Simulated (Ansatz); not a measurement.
System: O vacancy in monoclinic HfO2 (charge state +2). Method: PBE, PAW (plane waves to 420 eV; Ansatz, a quantum-chemistry and plane-wave program).

Cell of 96 host sites held at the relaxed PBE lattice; the Γ point alone; Fermi-Dirac width 0.01 eV, spin-restricted; finite-size errors left in. No zero-point or tunnelling terms. Spin-orbit coupling is left out. The charge state is imposed; whether it is stable for some Fermi level was not computed. Forms of the defect that were not tried may lie lower. The start lies 0.62 eV above the lowest site run (PBE).

Barriers: single points on a 2×2×2 k-point mesh shifted by half a step at the bands' geometries.

The step: a nearby O atom hops onto the vacant site; the atom moves 2.41 Å along (0.00, -0.02, -0.45) of the unit cell; the moving atom starts with neighbours 2 Hf at 2.15, Hf at 2.34, Hf at 2.36; O at 2.61, O at 2.63, O at 2.76, O at 2.80 Å and ends with Hf at 2.21, Hf at 2.24, Hf at 2.26, Hf at 2.28; O at 2.56, O at 2.61, O at 2.77, O at 2.82 Å.

Question: Predict the migration barrier of this step from PBE, PAW.

Answer: 0.84 eV, the same both ways. At the saddle the moving atom has neighbours Hf at 1.98, Hf at 1.99 Å. The saddle point's order was not checked.
